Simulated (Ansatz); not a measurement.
Worked example: self-consistent single point of CaZrN2 (R3m, 4 atoms in the cell) in Ansatz (a first-principles code).

Method of the run: LDA (PW92), default PAW files made with PBE (plane waves; Ansatz).

The change in words: lattice scaled by 0.98; kpoints.mp_grid.grid: 9 9 9 → 15 15 15. Reference geometry:
```
CELL_PARAMETERS angstrom
      1.64881     0.95194     5.57866
     -1.64881     0.95194     5.57866
      0.00000    -1.90388     5.57866
ATOMIC_POSITIONS crystal
  Ca 0.00299 0.00299 0.00299
  Zr 0.50000 0.50000 0.50000
  N  0.23812 0.23812 0.23812
  N  0.76188 0.76188 0.76188
```

Reference input (self-consistent single point, DFT, LDA (PW92), plane waves, default PAW files made with PBE): basis.ecutwfc = 420 eV; kpoints.mp_grid.grid = 9 9 9; hamiltonian.xc = lda; hamiltonian.pseudopotentials = {kind: paw} (the program's default PAW files); scf.occupations.method = fermi_dirac; scf.occupations.width = 0.02 eV. This run's input differs from it in these lines:

Ansatz 0.2 input:
```diff
@@ -3,10 +3,10 @@
   lattice:
-    - [1.64880500, 0.95193700, 5.57866000]
-    - [-1.64880500, 0.95193700, 5.57866000]
-    - [0.00000000, -1.90387600, 5.57866000]
+    - [1.61582900, 0.93289800, 5.46708700]
+    - [-1.61582900, 0.93289800, 5.46708700]
+    - [0.00000000, -1.86579800, 5.46708700]
   atoms:
-    - { symbol: Ca, position_ang: [-0.00000000, -0.00000001, 0.05000711] }
-    - { symbol: Zr, position_ang: [0.00000000, -0.00000100, 8.36799000] }
-    - { symbol: N, position_ang: [0.00000000, -0.00000048, 3.98517156] }
-    - { symbol: N, position_ang: [0.00000000, -0.00000152, 12.75080844] }
+    - { symbol: Ca, position_ang: [0.00000000, -0.00000001, 0.04900697] }
+    - { symbol: Zr, position_ang: [0.00000000, -0.00000100, 8.20063050] }
+    - { symbol: N, position_ang: [-0.00000000, -0.00000048, 3.90546827] }
+    - { symbol: N, position_ang: [0.00000000, -0.00000152, 12.49579273] }
 basis:
@@ -14,3 +14,3 @@
 kpoints:
-  mp_grid: { grid: [9, 9, 9] }
+  mp_grid: { grid: [15, 15, 15] }
 hamiltonian:
```

Log, with long lists cut:

```
SCF iter   1: F=—  HF=-6604.749502 eV  |F-HF|=—  |Δ(HF+E_count)|=         —  Δρ=1.28e-2  dr2=9.30e-2  ethr=1.77e-3  ⟨swp⟩=7.3  Hψ=39860  notcnv=0
all-band conjugate gradients solve this SCF's bands
preconditioner: auto → none
SCF iter   2: F=—  HF=-6604.727029 eV  |F-HF|=—  |Δ(HF+E_count)|=   2.25e-2  Δρ=3.57e-3  dr2=6.43e-3  ethr=2.90e-4  ⟨swp⟩=2.1  Hψ=12619  notcnv=0
SCF iter   3: F=—  HF=-6604.725797 eV  |F-HF|=—  |Δ(HF+E_count)|=   1.23e-3  Δρ=1.63e-3  dr2=2.18e-3  ethr=2.01e-5  ⟨swp⟩=2.6  Hψ=12287  notcnv=0
SCF iter   4: F=—  HF=-6604.725301 eV  |F-HF|=—  |Δ(HF+E_count)|=   4.96e-4  Δρ=7.51e-4  dr2=1.12e-4  ethr=6.80e-6  ⟨swp⟩=2.0  Hψ=10269  notcnv=0
SCF iter   5: F=—  HF=-6604.725278 eV  |F-HF|=—  |Δ(HF+E_count)|=   2.38e-5  Δρ=1.20e-4  dr2=3.98e-6  ethr=3.50e-7  ⟨swp⟩=2.0  Hψ=9464  notcnv=0
SCF iter   6: F=—  HF=-6604.725278 eV  |F-HF|=—  |Δ(HF+E_count)|=   6.61e-7  Δρ=1.79e-5  dr2=8.97e-8  ethr=3.13e-10  ⟨swp⟩=3.0  Hψ=28287  notcnv=0
SCF iter   7: F=-6604.725278 eV  HF=-6604.725278 eV  |F-HF|=5.84e-9  |Δ(HF+E_count)|=   4.17e-9  Δρ=4.90e-6  dr2=1.20e-8  ethr=2.80e-10  ⟨swp⟩=2.5  Hψ=24445  notcnv=0
SCF 1 converged in 7 iterations: F = -6604.725278 eV  dr2 = 1.20e-8
Free energy (F): -6604.725278 eV
Internal energy: -6604.725278 eV  (E = F + TS)
E sigma→0 (E₀):  -6604.725278 eV
Entropy (-TS):   -0.000000 eV (-0.000 meV/atom)
Fermi energy:    12.836017 eV
--- Forces (eV/Å), atoms counted from 1 ---
  atom   1  Ca     0.00000000     0.00000004    -0.67730313
  atom   2  Zr     0.00000000    -0.00000004     0.68405345
  atom   3  N      0.00000000    -0.00000002     0.37414145
  atom   4  N     -0.00000000     0.00000002    -0.38085519
--- Stress (GPa, compression-positive) ---
        6.174635       0.000000      -0.000000
        0.000000       6.174635       0.000000
       -0.000000       0.000000       5.353111
  P = ⅓ Tr σ = 5.9008 GPa (59.008 kbar)
  The stress holds the Pulay correction. Without it, at fixed plane waves, as pw.x and ABINIT print it: P = 5.4226 GPa
```

The run converged in 7 iterations. Against the reference run the free energy falls by 2.2 meV/atom, the pressure goes from -6.08 to 5.90 GPa, the largest force goes from 0.626 to 0.684 eV/Å and the gap on the mesh goes from 0.428 to 0.313 eV.

The starting cell comes from a database of computed structures (which also holds hypothetical and non-ambient phases and stackings), without a prior relaxation at this level. Its lattice was rescaled by up to half a per cent. One atom was moved a little off its site on purpose. For this run, on top of that: lattice scaled by 0.98. With a pressure of about 6 GPa the cell is away from its equilibrium volume at this level. Ansatz's pressure includes its estimate of the finite-basis (Pulay) stress. Another mesh or the band path of this cell gives a smaller gap, so this value is not converged in the mesh.
